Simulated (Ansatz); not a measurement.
Li3HS (model structure, started from the Li3OCl type, Pm-3m, No. 221, 5 atoms in the cell), treated with G0W0@PBEsol in Ansatz (hard PAW, contour deformation, complete-basis limit).

Run with largest k mesh 6×6×6 (not extrapolated in the mesh).

Cell (relaxed with PBEsol):

```
CELL_PARAMETERS angstrom
      4.52466     0.00000     0.00000
      0.00000     4.52466     0.00000
      0.00000     0.00000     4.52466
ATOMIC_POSITIONS crystal
  Li 0.00000 0.50000 0.50000
  Li 0.50000 0.00000 0.50000
  Li 0.50000 0.50000 0.00000
  H  0.00000 0.00000 0.00000
  S  0.50000 0.50000 0.50000
```

**Question.** Give the computed band gap.

**Answer.** 
* **band gap**: 3.62 eV (indirect)

Note: the relaxation could raise the start's symmetry but not lower it, so the cell can be a saddle point; the gap holds a correction of +0.15 eV to the complete basis.

The result took about 2.7 core-hours (a rough figure).

A model structure was made by putting elements into a prototype or built by hand; it is no filed structure, need not be a known phase, and can be a saddle point held by its symmetry.

Ansatz is a quantum-chemistry and plane-wave program.
